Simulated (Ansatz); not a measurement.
Response to strain in Zr

The reference is Zr in the hcp (Mg type) structure (space group P6_3/mmc, No. 194; relaxed with 0.1 eV smearing).

```
CELL_PARAMETERS angstrom
      3.24432     0.00000     0.00000
     -1.62216     2.80966     0.00000
      0.00000     0.00000     5.15800
ATOMIC_POSITIONS crystal
  Zr 0.66667 0.33333 0.75000
  Zr 0.33333 0.66667 0.25000
```

Cartesian axes are those of the cell as printed.

Strains are applied to the cell and any free atomic positions relax.

Calculations: r2SCAN (Ansatz, a first-principles code, PAW, no SOC).

Notes on the quantities. pressure: mean of the normal stresses, compression positive; energy relative to the base: free energy F.

| change | pressure | energy relative to the base | volume per atom |
|---|---|---|---|
| base | 0.0 GPa | 0 meV/atom | 23.51 Å³ |
| uniaxial strain ε_zz = −3.00 % | 3.2 GPa | +12 meV/atom | 22.80 Å³ |
| uniaxial strain ε_zz = −2.50 % | 2.6 GPa | ___ | 22.92 Å³ |
| uniaxial strain ε_zz = −2.00 % | 2.1 GPa | +5.2 meV/atom | 23.04 Å³ |
| uniaxial strain ε_zz = −1.50 % | ___ | +2.9 meV/atom | 23.16 Å³ |
| uniaxial strain ε_zz = −1.00 % | 1.0 GPa | ___ | 23.27 Å³ |
| uniaxial strain ε_zz = −0.50 % | 0.5 GPa | +0.3 meV/atom | 23.39 Å³ |

### Question
Complete the table.

### Answer

- uniaxial strain ε_zz = −2.50 %, energy relative to the base: +8.1 meV/atom
- uniaxial strain ε_zz = −1.50 %, pressure: 1.5 GPa
- uniaxial strain ε_zz = −1.00 %, energy relative to the base: +1.3 meV/atom

Stability against distortions was not tested. The final runs are not spin-polarised.
